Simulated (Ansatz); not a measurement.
Base system: NiO in the rock salt structure (space group Fm-3m, No. 225; a = 4.189 Å; ferromagnetic). Axes: x, y, z lie along the cube axes.

All numbers come from DFT with r2SCAN, PAW potentials and a 500 eV plane-wave cutoff in Ansatz (a first-principles code), no spin-orbit coupling.

Base values:

| Quantity | Result |
|---|---|
| Smallest direct gap | 1.71 eV |

The change: uniaxial stress, 3 GPa compression along x, with the cell and atoms free to relax against it.

Task: Predict the new energy relative to the base.

Result: The energy goes up by 0.8 meV/atom.

Task: How does this affect the smallest direct gap?

Result: The smallest direct gap drops by 0.03 eV (1.71 eV → 1.68 eV).

Load acts through the strain it causes; cell and atoms are relaxed under it. Stability under load was not tested beyond the relaxation. No Hubbard U is applied and the magnetic state is the run's own (NiO ferromagnetic); small cells can't hold the antiferromagnetic order that many such compounds have, so gaps and moments can be off. Where the two band edges lie in opposite spin channels, the gap is a spin-flip gap. In its common phase, real NiO is an antiferromagnetic insulator at low temperature.
